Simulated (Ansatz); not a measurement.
Response to strain in ZnS

Take ZnS in the zinc blende structure (space group F-43m, No. 216; a = 5.389 Å) as the base.

Strains are applied to the cell and any free atomic positions relax.

All numbers come from r2SCAN in Ansatz (plane waves to 500 eV, PAW, no spin-orbit coupling).

Notes on the quantities. energy relative to the base: free energy F.

```csv
isotropic strain (%),energy relative to the base (meV/atom)
0,0.0
0.5,1.1
1,4.2
1.5,9.3
2,16.2
2.5,?
3,35.2
```

Task: Fit ΔE = Aε² + Bε³ (ε in %) to the rows shown and predict the withheld row.

Result: Least squares on the printed values gives A = 4.34 and B = -0.14 meV/atom (largest residual 0.0 meV/atom); this predicts 24.9 meV/atom, and the run gives 24.9 meV/atom, in agreement.

Whether these cells are dynamically stable was not tested.

Ansatz is a program for electronic structure.
